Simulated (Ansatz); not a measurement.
## A computed series for CsPbBr3: response to strain

The reference is CsPbBr3 in the cubic perovskite structure (space group Pm-3m, No. 221; a = 5.8721 Å). Axes: x, y, z lie along the cube axes.

Strains are applied to the cell and any free atomic positions relax; under biaxial strain the out-of-plane vector relaxes too.

Level of theory: PBEsol (Ansatz, a program for electronic structure), no spin-orbit coupling.

Notes on the quantities. in-plane stress: mean in-plane stress (compression positive); energy relative to the base: free energy F.

```tsv
case	in-plane stress	ratio −ε⊥/ε∥	energy relative to the base	hole mass
base	–	–	0 meV/atom	0.13 mₑ (at R)
biaxial strain −2.50 %, plane normal [111], relaxed out of plane	+0.5 GPa	1.44	+3.1 meV/atom	0.12 mₑ along k, 0.13 mₑ across (at R)
biaxial strain −2.00 %, plane normal [111], relaxed out of plane	+0.4 GPa	1.44	+2.0 meV/atom	0.12 mₑ along k, 0.13 mₑ across (at R)
biaxial strain −1.50 %, plane normal [111], relaxed out of plane	+0.3 GPa	1.41	+1.1 meV/atom	0.12 mₑ along k, 0.13 mₑ across (at R)
biaxial strain −1.00 %, plane normal [111], relaxed out of plane	+0.2 GPa	1.41	+0.5 meV/atom	–
biaxial strain −0.50 %, plane normal [111], relaxed out of plane	+0.1 GPa	–	+0.1 meV/atom	0.13 mₑ (at R)
```

Spin-orbit coupling, missing from the scalar runs, can matter with Pb. The levels and masses belong to the bands next to the band gap. Effective masses come from finite differences of ±0.01 Å⁻¹. Along k means along the line from Γ to the band edge. No phonon test of stability was made. Many cubic perovskites are stable only at high temperature; tilts and polar distortions were not tested. This is not the structure that CsPbBr3 has at room temperature and ambient pressure.
